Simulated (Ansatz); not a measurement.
**Response to strain in CdS**

Consider CdS in the wurtzite structure (space group P6_3mc, No. 186; a = 4.1962 Å, c = 6.8295 Å). Axes: x lies along a and z along c of the hexagonal cell.

Strains are applied to the cell and any free atomic positions relax; under biaxial strain the out-of-plane vector relaxes too.

Level of theory: Ansatz (a program for electronic structure) PBE, without spin-orbit coupling.

Notes on the quantities. in-plane stress: mean in-plane stress (compression positive).

| case | width of the top valence band | volume per atom | band gap | in-plane stress |
|---|---|---|---|---|
| base | 1.55 eV | 26.04 Å³ | 1.11 eV | – |
| biaxial strain −3.00 %, plane normal [001], relaxed out of plane | 1.73 eV | 25.13 Å³ | 1.05 eV | +2.8 GPa |
| biaxial strain −2.40 %, plane normal [001], relaxed out of plane | 1.67 eV | 25.32 Å³ | 1.07 eV | +2.2 GPa |
| biaxial strain −1.80 %, plane normal [001], relaxed out of plane | 1.64 eV | 25.50 Å³ | 1.09 eV | +1.7 GPa |
| biaxial strain −1.20 %, plane normal [001], relaxed out of plane | 1.61 eV | 25.68 Å³ | 1.10 eV | +1.1 GPa |
| biaxial strain −0.60 %, plane normal [001], relaxed out of plane | 1.58 eV | 25.86 Å³ | 1.11 eV | +0.6 GPa |

Stability against distortions was not tested.
